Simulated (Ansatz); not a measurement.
The starting structures come from a database of crystals and need not be the phases stable at ambient conditions.

By LDA, the system below comes out a metal.

Here is the system:

```
CELL_PARAMETERS angstrom
      4.50369     0.00000     0.00000
      0.00000     4.50369     0.00000
      0.00000     0.00000     4.50369
ATOMIC_POSITIONS crystal
  Si 0.34683 0.84683 0.34683
  Si 0.15317 0.15317 0.84683
  Si 0.84683 0.65317 0.65317
  Si 0.65317 0.34683 0.15317
  Ni 0.64950 0.14950 0.64950
  Ni 0.85050 0.85050 0.14950
  Ni 0.14950 0.35050 0.35050
  Ni 0.35050 0.64950 0.85050
```

Space group of this cell: P2_13. The cell is taken as given; by LDA its mean pressure is -9.4 GPa.

The current flows along the normal of the first two printed cell vectors, the (001) plane of the conventional cell. No spin-orbit coupling; the value is a mean over 0.1 eV about the Fermi level.

Q: Compute, with LDA run with Ansatz (a first-principles code), the ballistic conductance per area.

A: 0.33 × 10¹⁵ S/m² for both spins.
